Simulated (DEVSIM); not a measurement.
System: abrupt Si p-n junction, at 300 K.

Layer 1 from the left is Si, thickness (μm) 1.00, Na (cm⁻³) 4.2e16, τn (s) 0.00021, τp (s) 0.00021. Layer 2 from the left is Si, thickness (μm) 35.0, Nd (cm⁻³) 3.3e13, τn (s) 0.00021, τp (s) 0.00021.

Left contact: ohmic. Right contact: ohmic. Voltage is applied to the left contact. Recombination: SRH at mid-gap, radiative, Auger. Mobility is constant in doping.

Constants are typed, rounded textbook-type inputs, not results; the design itself was drawn at random and stands for no fabricated device. Values at 300 K.

Si: gap (eV) 1.124, affinity (eV) 4.05, permittivity 11.7, Nc (cm⁻³) 2.86e19, Nv (cm⁻³) 3.1e19, μn (cm²/Vs) 1417, μp (cm²/Vs) 470, B (cm³/s) 4.7e-15, Cn (cm⁶/s) 2.8e-31, Cp (cm⁶/s) 9.9e-32.

Problem. Estimate by hand the built-in potential, the peak field at zero bias, the capacitance at -3 V, and compare with a numerical solution.

Solution. 
- Built-in potential: ni = √(Nc Nv) exp(−Eg/2kT) = 1.08e10 cm⁻³ with Eg = 1.124 eV; Vbi = kT/q ln(Na Nd/ni²) = 0.600 V; numerical 0.600 V.
- Peak field at zero bias: depletion approximation: W = √(2εVbi/(qN)) = 4.85 μm with N = 3.30e13 cm⁻³; field = 2Vbi/W = 2470 V/cm; numerical 11300 V/cm (estimate below by 78 %).
- Capacitance at -3 V: C = √(qεN / 2(Vbi + |V|)) = 0.872 nF/cm²; numerical 0.885 nF/cm² (estimate below by 1.4 %).

DEVSIM, 1D drift-diffusion, Boltzmann statistics, complete ionisation; no tunnelling, impact ionisation, image-force lowering or self-heating.
